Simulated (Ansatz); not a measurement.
The reference is ZnS in the zinc blende structure (space group F-43m, No. 216; a = 5.3566 Å).

Method: plane-wave PAW DFT at the PBEsol level (Ansatz, an electronic-structure program, 420 eV), without spin-orbit coupling.

Strains are applied to the cell and any free atomic positions relax.

One change was made to it. Results:

| quantity | base | after |
|---|---|---|
| band gap | 2.09 eV | 2.28 eV |
| electron mass | 0.17 mₑ (at Γ) | 0.18 mₑ (at Γ) |
| pressure | -0.01 GPa | 3.95 GPa |
| energy relative to the base (free energy F) | 0 meV/atom | +10 meV/atom |

Question: Which of these changes matches the shifts?
(A) isotropic strain −1.50 %
(B) isotropic strain +1.00 %
(C) isotropic strain −2.00 %
(D) isotropic strain +3.00 %
(E) isotropic strain +2.00 %

Answer: A, isotropic strain −1.50 %. For comparison, the band gap in the other runs: isotropic strain +2.00 % gives 1.83 eV; isotropic strain −2.00 % gives 2.35 eV; isotropic strain +3.00 % gives 1.71 eV; isotropic strain +1.00 % gives 1.96 eV.

Masses are band curvatures over ±0.01 Å⁻¹ around the edge. Semilocal Kohn–Sham gaps tend to fall short of experiment. Whether these cells are dynamically stable was not tested.
